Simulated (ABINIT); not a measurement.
Band structure of AlNi (Pm-3m, 2 atoms in the cell).

```yaml
crystal:
  lattice:
    - [2.85971, 0.00000, 0.00000]
    - [0.00000, 2.85971, 0.00000]
    - [0.00000, 0.00000, 2.85971]
  atoms:
    - { symbol: Al, position: [0.50000, 0.50000, 0.50000] }
    - { symbol: Ni, position: [0.00000, 0.00000, 0.00000] }
```

Method: PBE, PAW (JTH v2.0 PBE PAW) (plane waves; ABINIT).

Settings: pseudos = [Al.GGA_PBE-JTH.xml, Ni.GGA_PBE-JTH.xml]; ecut = 60 Ry; pawecutdg = 120 Ry; pawxcdev = 0; ixc = 11; occopt = 7; tsmear = 0.00499791 Ha; ngkpt = 15 15 15; nshiftk = 1; shiftk = 0 0 0; potentials = JTH v2.0 PBE PAW; kptopt = 1; nstep = 50.

The starting cell comes from a database of computed structures (which also holds hypothetical and non-ambient phases and stackings), without a prior relaxation at this level. Spin polarisation is off.

Levels in eV from the Fermi level, bands 7 to 14:
| point | 7 | 8 | 9 | 10 | 11 | 12 | 13 | 14 |
|---|---|---|---|---|---|---|---|---|
| Γ | -3.36 | -1.59 | -1.59 | -1.59 | 5.56 | 5.56 | 5.56 | 8.18 |
| X | -2.86 | -2.33 | -2.33 | -1.50 | -0.66 | 8.26 | 10.10 | 10.10 |
| M | -2.98 | -2.98 | -2.15 | -2.15 | -1.04 | 1.48 | 2.58 | 12.46 |
| R | -4.24 | -1.01 | -1.01 | 1.95 | 1.95 | 1.95 | 3.85 | 4.53 |

Bands cross the Fermi level along this path, so the cell is metallic at this level.
